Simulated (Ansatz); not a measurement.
Base system: BP in the zinc blende structure (space group F-43m, No. 216; a = 4.5364 Å).

The values are results of Kohn–Sham DFT with the r2SCAN functional, run in Ansatz (an electronic-structure program) with PAW and 500 eV plane waves, no spin-orbit coupling, earlier PAW set, not measurements.

For the base:

| Quantity | Value |
|---|---|
| Smallest direct gap | 3.60 eV |
| Gap character | indirect, Γ → Γ–X (83 % along) |

One thing is altered: cell and atoms relaxed at a pressure of 45 GPa.

Task: How does this affect the smallest direct gap and gap character?

Result: The smallest direct gap grows by 0.38 eV, from 3.60 eV to 3.98 eV; the gap character becomes indirect, Γ → X (base: indirect, Γ → Γ–X (83 % along)).

Load acts through the strain it causes; cell and atoms are relaxed under it. Whether these cells are dynamically stable was not tested. Competing high-pressure phases were not computed.
